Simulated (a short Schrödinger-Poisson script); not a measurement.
# Gated Al0.33Ga0.67As/GaAs modulation-doped gas

System: gated Al0.33Ga0.67As/GaAs modulation-doped gas, at 300 K.

```csv
layer,material,thickness (nm),Nd (cm⁻³),Na (cm⁻³)
1,Al0.33Ga0.67As,15,-,-
2,Al0.33Ga0.67As,20,1.2e18,-
3,Al0.33Ga0.67As,10,-,-
4,GaAs,6000,-,7e14
```

Constants are typed, rounded textbook-type inputs, not results; the design itself was drawn at random and stands for no fabricated device. Al0.33Ga0.67As: permittivity 11.96, conduction-band edge (eV) 0.261, gap (eV) 1.836, electron mass (mₑ) 0.0944, Nv at 300 K (cm⁻³) 9e18. GaAs: permittivity 12.9, conduction-band edge (eV) 0, gap (eV) 1.424, Nv at 300 K (cm⁻³) 9e18.

Channel valleys (confinement mass, in-plane density-of-states mass, number): Γ 0.067, 0.067, 1. At the gate the conduction-band edge of layer 1 lies 1.01 eV − eVg above the Fermi level of the channel; the field vanishes at the back. Donor level 0.02 eV below the band edge. The barrier under the gate holds no holes. Gaps are held at their typed values at every temperature. Mesh 0.08 nm at interfaces.

Solved with a short Schrödinger-Poisson script written for these runs: 1D Poisson equation in equilibrium, electrons quantum, Hartree (BenDaniel-Duke, 40 states a valley, the channel's in-plane mass for all, wave functions free to enter the barrier), parabolic valleys, classical holes, donors ionised by Fermi statistics, acceptors fully, no traps, pinning or gate leakage.

| Vg (V) | electrons (cm⁻²) | in the channel layer | C (μF/cm²) | Γ E0 (meV) | Γ E1 (meV) |
|---|---|---|---|---|---|
| 0.5 | 6.18e11 | 5.71e11 | 0.355 | 9.6 | 48.1 |
| 0.45 | 5.89e11 | 5.53e11 | 0.332 | 10.9 | 48.9 |
| 0.4 | 5.57e11 | 5.30e11 | 0.307 | 12.5 | 49.9 |
| 0.35 | 5.20e11 | 5.01e11 | 0.281 | 14.6 | 51.3 |
| 0.3 | 4.78e11 | 4.64e11 | 0.253 | 17.4 | 53.1 |
| 0.25 | 4.29e11 | 4.20e11 | 0.229 | 21.1 | 55.5 |
| 0.2 | 3.76e11 | 3.69e11 | 0.210 | 25.6 | 58.6 |
| 0.15 | 3.20e11 | 3.16e11 | 0.198 | 31.0 | 62.4 |
| 0.1 | 2.64e11 | 2.61e11 | 0.188 | 37.5 | 67.1 |
| 0.05 | 2.08e11 | 2.06e11 | 0.179 | 45.1 | 72.8 |
| 0 | 1.55e11 | 1.53e11 | 0.168 | 54.4 | 80.1 |
| -0.05 | 1.05e11 | 1.04e11 | 0.154 | 66.2 | 89.8 |
| -0.1 | 6.10e10 | 6.06e10 | 0.130 | 82.0 | 103.6 |
| -0.15 | 2.69e10 | 2.67e10 | 0.0917 | 104.8 | 124.6 |
| -0.2 | 7.65e9 | 7.61e9 | 0.0430 | 138.5 | 157.1 |
| -0.25 | 1.46e9 | 1.46e9 | 0.0158 | 181.8 | 199.9 |
| -0.3 | 2.41e8 | 2.40e8 | 0.00932 | 228.9 | 246.6 |
| -0.35 | 3.87e7 | 3.85e7 | 0.00837 | 276.7 | 294.1 |

Subbands count from the Fermi level.
